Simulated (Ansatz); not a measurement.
# Response to strain in hypothetical rock salt BeS

The reference is BeS in the rock salt structure (space group Fm-3m, No. 225; a = 4.629 Å; a hypothetical phase, not in the database extracts checked). Axes: x, y, z lie along the cube axes.

Strains are applied to the cell and any free atomic positions relax.

Method: PBE/PAW in Ansatz (an electronic-structure program), without spin-orbit coupling.

For the base:

- Band gap = 0.97 eV

### Question
The aim is a band gap between 0.83 eV and 0.88 eV. Which of these changes reaches it?
A. uniaxial strain ε_xx = −4.65 %
B. tensor shear ε_xy = −0.97 %
C. tensor shear ε_yz = −3.56 %

### Answer
B, tensor shear ε_xy = −0.97 %. It gives 0.85 eV; tensor shear ε_yz = −3.56 % gives 0.38 eV; uniaxial strain ε_xx = −4.65 % gives 0.63 eV. Changes not listed may reach it too

Whether these cells are dynamically stable was not tested.
